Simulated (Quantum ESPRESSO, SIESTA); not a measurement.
A Quantum ESPRESSO input for a self-consistent single point of LiCuS2 (Pnnm, 8 atoms in the cell) (DFT, LDA (PZ), plane waves, GBRV 1.5 ultrasoft (LDA) pseudopotentials):

```fortran
&CONTROL
  calculation = 'scf'
  outdir = './out'
  pseudo_dir = './'
  tprnfor = .true.
  tstress = .true.
/
&SYSTEM
  ibrav = 0
  nat = 8
  ntyp = 3
  ecutwfc = 50
  ecutrho = 400
  occupations = 'fixed'
  nbnd = 40
/
&ELECTRONS
  conv_thr = 1.0e-11
/
ATOMIC_SPECIES
Li     6.9400  li_lda_v1.4.uspp.F.UPF
Cu    63.5460  cu_lda_v1.2.uspp.F.UPF
S     32.0600  s_lda_v1.4.uspp.F.UPF
ATOMIC_POSITIONS {crystal}
Li    0.000000000    0.500000000    0.500000000
Li    0.500000000    0.000000000    0.000000000
Cu    0.000000000    0.000000000    0.000000000
Cu    0.500000000    0.500000000    0.500000000
S     0.184060000    0.854060000    0.500000000
S     0.815940000    0.145940000    0.500000000
S     0.684060000    0.645940000    0.000000000
S     0.315940000    0.354060000    0.000000000
K_POINTS {automatic}
3 3 5  0 0 0
CELL_PARAMETERS {angstrom}
   5.965540000     0.000000000     0.000000000
   0.000000000     6.654610000     0.000000000
   0.000000000     0.000000000     3.374990000
```

Question: Write the same calculation as an input for SIESTA.

Answer: One input that does it (others would too):

```
# files in the folder: Li.psml Cu.psml S.psml (PseudoDojo LDA standard)
SystemName  LiCuS2
SystemLabel LiCuS2

NumberOfAtoms                8
NumberOfSpecies              3
%block ChemicalSpeciesLabel
  1 3 Li
  2 29 Cu
  3 16 S
%endblock ChemicalSpeciesLabel
LatticeConstant              1.0 Ang
%block LatticeVectors
     5.965540000    0.000000000    0.000000000
     0.000000000    6.654610000    0.000000000
     0.000000000    0.000000000    3.374990000
%endblock LatticeVectors
AtomicCoordinatesFormat      Bohr
%block AtomicCoordinatesAndAtomicSpecies
     0.000000000    6.287695183    3.188903387  1
     5.636618393    0.000000000    0.000000000  1
     0.000000000    0.000000000    0.000000000  2
     5.636618393    6.287695183    3.188903387  2
     2.074951963   10.740137896    3.188903387  3
     9.198284823    1.835252470    3.188903387  3
     7.711570355    8.122947653    0.000000000  3
     3.561666430    4.452442713    0.000000000  3
%endblock AtomicCoordinatesAndAtomicSpecies

XC.functional                LDA
XC.authors                   PW92
PAO.BasisSize                DZP
PAO.EnergyShift              0.01 Ry
PAO.Polarization.NonPerturbative true
MeshCutoff                   300 Ry
%block kgrid.MonkhorstPack
    3   0   0  0.0
    0   3   0  0.0
    0   0   5  0.0
%endblock kgrid.MonkhorstPack
OccupationFunction           FD
ElectronicTemperature        10 K

MaxSCFIterations             150
SCF.Mixer.Method             Pulay
SCF.Mixer.Weight             0.1
SCF.Mixer.History            6
SCF.DM.Tolerance             1.0E-04
Diag.ParallelOverK           true
WriteForces                  true
```

Basis settings and potentials, where a program has them, do not carry over. This input uses DFT, LDA PW92, numerical atomic orbitals DZP, PseudoDojo LDA standard norm-conserving potentials (rewritten from UPF to PSML). LDA parametrisations can differ slightly between programs.

The starting cell comes from a database of computed structures (which also holds hypothetical and non-ambient phases and stackings), without a prior relaxation at this level.
